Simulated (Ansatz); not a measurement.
Input:

```xyz
8
Lattice="-2.6388 2.6587 5.3215 2.6388 -2.6587 5.3215 2.6388 2.6587 -5.3215" Properties=species:S:1:pos:R:3 pbc="T T T"
Cu     0.0000     0.0000    -0.0003
Cu     0.0000     2.6587     2.6622
Zn     2.6388     0.0000     2.6593
Sn     0.0000     0.0000     5.3220
S      1.4257    -1.3852     6.7089
S      1.2623     1.2250    -1.3874
S      1.2131     4.0440     1.3874
S      1.3765     1.4338     3.9341
```

No spin polarisation.

Computed with plane-wave PAW DFT at the LDA level (Ansatz, a program for electronic structure, 420 eV), no SOC. Γ-centred 9×9×9 mesh, Fermi–Dirac width 0.05 eV.

Question: Predict the valence-band top at Γ and gap character.

Answer: 
- Valence-band top at Γ (three highest levels, from the VBM): 0.00, -0.02, -0.04 eV
- Gap character: direct at Γ

The cells carry an imposed strain or load. Stability against distortions was not tested. The final runs are not spin-polarised. The cell was made from ZnCu2SnS4 (space group I-4, No. 82) by this change: uniaxial strain ε_xx = −0.75 %. A zero or small gap of ZnCu2SnS4 can be the functional's error rather than a property of the material.
